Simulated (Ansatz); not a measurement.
A user runs Ansatz (a quantum-chemistry and plane-wave program) on In2O3 (Ia-3, 40 atoms in the cell) and asks whether the run is sound. The aim is a self-consistent single point with DFT, PBE, plane waves, PAW files.

Cell that was meant: a = 8.8492 Å, b = 8.8492 Å, c = 8.8492 Å, α = 109.47°, β = 109.47°, γ = 109.47°.

Part of the input:

Ansatz 0.2 input:
```yaml
    - { symbol: O, position_ang: [1.562358, 1.193482, -1.118890] }
    - { symbol: O, position_ang: [3.546727, -1.193482, 3.990195] }
    - { symbol: O, position_ang: [1.562358, -1.193482, 6.227975] }
basis:
  ecutwfc: 50
kpoints:
  mp_grid:
    grid: [2, 2, 2]
```

Log, with long lists cut:

```
   [... lines left out ...]
Symmetry: 24 space group operations
Space group: Ia-3 (ITA 206), of the structure as read, at distance tolerance 8.1e-5 Å
k-points: 3 of 8
Initial density: superposition of atomic densities (chi_scale 0.1, normalization cell, long waves kept (reshape's long-wave potential 0.00 eV rms))
Initial wavefunctions: pseudopotential atomic-orbital guess
Eigensolver: davidson
Functional: x = pbe(κ = 0.804, μ = 0.2195149727645171), c = pbe(β = 0.06672455060314922)
SCF iter   1: F=—  HF=-97790.443198 eV  |F-HF|=—  |Δ(HF+E_count)|=         —  Δρ=1.21e0  dr2=7.62e3  ethr=3.10e-3  ⟨swp⟩=1.0  Hψ=1283  notcnv=0
all-band conjugate gradients solve this SCF's bands
preconditioner: auto → LDOS
SCF iter   2: F=—  HF=-93804.505068 eV  |F-HF|=—  |Δ(HF+E_count)|=    3.99e3  S|Δr|=    0.00e0  Δρ=3.04e-1  dr2=8.16e2  ethr=3.10e-3  ⟨swp⟩=15.7  Hψ=6260  notcnv=0  defer=92
   [... lines left out ...]
SCF iter  10: F=—  HF=-93367.686578 eV  |F-HF|=—  |Δ(HF+E_count)|=   1.40e-5  S|Δr|=    0.00e0  Δρ=1.54e-5  dr2=2.54e-6  ethr=1.05e-8  ⟨swp⟩=2.3  Hψ=998  notcnv=0  defer=92
SCF iter  11: F=—  HF=-93367.686578 eV  |F-HF|=—  |Δ(HF+E_count)|=   5.91e-7  S|Δr|=    0.00e0  Δρ=3.03e-6  dr2=1.31e-7  ethr=7.21e-10  ⟨swp⟩=3.7  Hψ=1073  notcnv=0  defer=92
SCF iter  12: F=-93367.686578 eV  HF=-93367.686578 eV  |F-HF|=3.06e-10  |Δ(HF+E_count)|=   3.42e-8  S|Δr|=    0.00e0  Δρ=2.16e-7  dr2=5.17e-10  ethr=2.84e-11  ⟨swp⟩=20.0  Hψ=3891  notcnv=0
SCF 1 converged in 12 iterations: F = -93367.686578 eV  dr2 = 5.17e-10
Stability not checked (fill_not_monotonic)
Free energy (F): -93367.686578 eV
Internal energy: -93367.666544 eV  (E = F + TS)
E sigma→0 (E₀):  -93367.679900 eV
Entropy (-TS):   -0.020034 eV (-0.501 meV/atom)
Fermi energy:    20.919750 eV
--- Forces (eV/Å), atoms counted from 1 ---
  atom   1  In     0.00000000     0.00000000    -0.00000000
  atom   2  In     0.00000000     0.00000000     0.00000000
  atom   3  In     0.00000000     0.00000000     0.00000000
   [... lines left out ...]
--- Stress (GPa, compression-positive) ---
     -896.382240       0.000000       0.000000
        0.000000    -896.382240      -0.000000
       -0.000000       0.000000    -896.382240
  P = ⅓ Tr σ = -896.3822 GPa (-8963.822 kbar)
  The stress holds no Pulay correction (an occupied level lies too near the plane-wave cutoff): it is that at fixed plane waves, as pw.x and ABINIT print it
```

**Question.** Is this run sound? If not, what is wrong?

**Answer.** The run is not sound. The fault is this: a cutoff meant in Ry typed as a bare number, read as eV. A bare number is read in the key's own unit, and eV, Ry (13.6 eV) and Ha (27.2 eV) lie far apart, so the setting ends up far from the one that was meant. To fix it, convert the value to the unit that the key expects. The run converged in 12 iterations without an error; against the sound input the free energy rises by 246 eV/atom, the pressure goes from 3.31 to -896.4 GPa, the largest force goes from 0.310 to 13.86 eV/Å and no clean gap remains on the mesh (levels overlap or are partly filled), against 1.05 eV before.

The sound input it was made from differs as follows (other fixes are possible):
```diff
-basis:
-  ecutwfc: 50
```

With that input, the run converged in 9 iterations: free energy E − TS (on the zero of these files) -103188.0383 eV; top of the valence band (on the code's own zero) 8.42 eV; gap on the k-point mesh 1.05 eV; pressure 3.31 GPa; largest force (vector length) 0.310 eV/Å (DFT, PBE, plane waves, PAW files).

On the sound input: the starting cell was generated: these elements placed on a structure prototype, without a prior relaxation; it need not be a known phase or ordering of this composition. Its lattice was rescaled by a random factor within 2.5 % of one. With a pressure of about 3 GPa the cell is away from its equilibrium volume at this level. Ansatz's pressure includes its estimate of the finite-basis (Pulay) stress.
